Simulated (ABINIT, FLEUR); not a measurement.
A FLEUR input for a self-consistent single point of H₄BrN (P-43m, 6 atoms in the cell) (DFT, PBEsol, all-electron FLAPW (FLEUR), scalar-relativistic valence):

Input of the input generator:

```
scf H4BrN
&input film=f /
4.0001000000 0.0000000000 0.0000000000
0.0000000000 4.0001000000 0.0000000000
0.0000000000 0.0000000000 4.0001000000
1.8897261246
1.0 1.0 1.0

6
1 0.1492100000 0.1492100000 0.8507900000
1 0.1492100000 0.8507900000 0.1492100000
1 0.8507900000 0.8507900000 0.8507900000
1 0.8507900000 0.1492100000 0.1492100000
35 0.5000000000 0.5000000000 0.5000000000
7 -0.0000000000 -0.0000000000 -0.0000000000

&comp jspins=1 /
&exco xctyp='PBEs' /
&kpt div1=4 div2=4 div3=4 gamma=t /
&end /
```

```xml
<?xml version="1.0" encoding="UTF-8" standalone="no"?>
<fleurInput fleurInputVersion="0.39">
   <comment>
      scf H4BrN                                                                                           
   </comment>
   <calculationSetup>
      <cutoffs Kmax="4.8" Gmax="14.4" GmaxXC="14.4" numbands="0"/>
      <scfLoop itmax="80" minDistance="0.00001" maxIterBroyd="40" imix="Anderson" alpha="0.05" precondParam="0.0" spinf="2.0"/>
      <coreElectrons ctail="T" frcor="F" kcrel="0" coretail_lmax="0"/>
      <xcFunctional name="PBEs" relativisticCorrections="F"/>
      <magnetism jspins="1"/>
      <soc l_soc="F" theta="0.0" phi="0.0" spav="F"/>
      <expertModes spex="0" secvar="F"/>
      <geometryOptimization l_f="T" forcealpha="1.0" forcemix="BFGS" epsdisp="0.00001" epsforce="0.00001"/>
      <ldaU l_linMix="F" mixParam="0.05" spinf="1.0"/>
   </calculationSetup>
   <cell>
      <bzIntegration valenceElectrons="16.0" mode="hist" fermiSmearingEnergy="0.0001">
         <kPointListSelection listName="default-1"/>
         <!-- k-points included here -->
         <xi:include xmlns:xi="http://www.w3.org/2001/XInclude" href="kpts.xml"> </xi:include>
      </bzIntegration>
      <!-- symmetry operations included here -->
      <xi:include xmlns:xi="http://www.w3.org/2001/XInclude" href="sym.xml"> </xi:include>
      <bulkLattice scale="1.0">
         <bravaisMatrix>
            <row-1>    7.5590934710124591     0.0000000000000000     0.0000000000000000</row-1>
            <row-2>    0.0000000000000000     7.5590934710124591     0.0000000000000000</row-2>
            <row-3>    0.0000000000000000     0.0000000000000000     7.5590934710124591</row-3>
         </bravaisMatrix>
      </bulkLattice>
   </cell>
   <atomSpecies>
      <species name="Hydrogen (H)" element="H" atomicNumber="1">
         <mtSphere radius="0.78" gridPoints="275" logIncrement="0.029"/>
         <atomicCutoffs lmax="6" lnonsphr="4"/>
         <electronConfig flipSpins="F">
            <coreConfig></coreConfig>
            <valenceConfig>(1s1/2)</valenceConfig>
            <stateOccupation state="(1s1/2)" spinUp="0.5" spinDown="0.5"/>
         </electronConfig>
         <energyParameters s="1" p="2" d="3" f="4"/>
      </species>
      <species name="Bromine (Br)" element="Br" atomicNumber="35">
         <mtSphere radius="2.63" gridPoints="925" logIncrement="0.014"/>
         <atomicCutoffs lmax="10" lnonsphr="8"/>
         <electronConfig flipSpins="F">
            <coreConfig>(1s1/2) (2s1/2) (2p1/2) (2p3/2) (3s1/2) (3p1/2) (3p3/2) (3d3/2) (3d5/2)</coreConfig>
            <valenceConfig>(4s1/2) (4p1/2) (4p3/2)</valenceConfig>
            <stateOccupation state="(4p1/2)" spinUp="0.8333333333333" spinDown="0.8333333333333"/>
            <stateOccupation state="(4p3/2)" spinUp="1.6666666666667" spinDown="1.6666666666667"/>
         </electronConfig>
         <energyParameters s="4" p="4" d="4" f="4"/>
      </species>
      <species name="Nitrogen (N)" element="N" atomicNumber="7">
         <mtSphere radius="1.01" gridPoints="357" logIncrement="0.028"/>
         <atomicCutoffs lmax="6" lnonsphr="4"/>
         <electronConfig flipSpins="F">
            <coreConfig>(1s1/2)</coreConfig>
            <valenceConfig>(2s1/2) (2p1/2) (2p3/2)</valenceConfig>
            <stateOccupation state="(2p1/2)" spinUp="0.5" spinDown="0.5"/>
            <stateOccupation state="(2p3/2)" spinUp="1.0" spinDown="1.0"/>
         </electronConfig>
         <energyParameters s="2" p="2" d="3" f="4"/>
      </species>
   </atomSpecies>
   <atomGroups>
      <atomGroup species="Hydrogen (H)">
         <relPos label="                   1">.1492100000 .1492100000 -.1492100000</relPos>
         <relPos label="                   2">.1492100000 -.1492100000 .1492100000</relPos>
         <relPos label="                   3">-.1492100000 -.1492100000 -.1492100000</relPos>
         <relPos label="                   4">-.1492100000 .1492100000 .1492100000</relPos>
         <force calculate="T" relaxXYZ="TTT"/>
      </atomGroup>
      <atomGroup species="Bromine (Br)">
         <relPos label="                   5">1.000/2.000 1.000/2.000 1.000/2.000</relPos>
         <force calculate="T" relaxXYZ="TTT"/>
      </atomGroup>
      <atomGroup species="Nitrogen (N)">
         <relPos label="                   6">.0000000000 .0000000000 .0000000000</relPos>
         <force calculate="T" relaxXYZ="TTT"/>
      </atomGroup>
   </atomGroups>
   <output dos="F" band="F" slice="F">
      <checks vchk="F" cdinf="F"/>
      <bandDOS minEnergy="-.5*Htr" maxEnergy="0.5*Htr" sigma="0.015" storeEVData="T"/>
      <vacuumDOS vacdos="F" integ="F" star="F" nstars="0" locx1="0.0" locy1="0.0" locx2="0.0" locy2="0.0" nstm="0" tworkf="0.0"/>
      <unfoldingBand unfoldBand="F" supercellX="1" supercellY="1" supercellZ="1"/>
      <plotting iplot="0" polar="F">
         <plot TwoD="T" vec1="  1.0  0.0  0.0" vec2="  0.0  1.0  0.0" vec3="  0.0  0.0  1.0" zero="  0.0  0.0  0.0" file="plot"/>
      </plotting>
      <chargeDensitySlicing numkpt="0" minEigenval="0.0" maxEigenval="0.0" nnne="0" pallst="F"/>
      <specialOutput eonly="F"/>
      <magneticCircularDichroism mcd="F" energyLo="-10.0" energyUp="0.0"/>
   </output>
  <!-- We include the file relax.xml here to enable relaxations (see documentation) -->
  <xi:include xmlns:xi="http://www.w3.org/2001/XInclude" href="relax.xml"> <xi:fallback/> </xi:include>
</fleurInput>
```

Write the same calculation as an input for ABINIT.

This is the input that was run; spellings and numerical settings could be chosen otherwise.

```
# H4BrN, PseudoDojo nc-sr-04 PBEsol standard
pp_dirpath "./"
pseudos "H.upf, Br.upf, N.upf"
acell 7.5590934711 7.5590934711 7.5590934711
rprim
         1.0000000000    0.0000000000    0.0000000000
         0.0000000000    1.0000000000    0.0000000000
         0.0000000000    0.0000000000    1.0000000000
natom 6
ntypat 3
znucl 1 35 7
typat 1 1 1 1 2 3
xcart
         0.5968549210    0.5968549210    3.4032450790
         0.5968549210    3.4032450790    0.5968549210
         3.4032450790    3.4032450790    3.4032450790
         3.4032450790    0.5968549210    0.5968549210
         2.0000500000    2.0000500000    2.0000500000
         0.0000000000    0.0000000000    0.0000000000
      Angstrom
ecut 84 Ry
occopt 1
nband 11
kptopt 1
ngkpt 4 4 4
nshiftk 1
shiftk 0 0 0
nstep 80
tolvrs 1.0e-11
diemac 6
prtwf 0
prtden 0
enunit 2
```

Basis settings and potentials, where a program has them, do not carry over. This input uses DFT, PBEsol, plane waves, norm-conserving pseudopotentials (PseudoDojo nc-sr-04 PBEsol standard).

The starting cell comes from a database of computed structures (which also holds hypothetical and non-ambient phases and stackings), without a prior relaxation at this level.
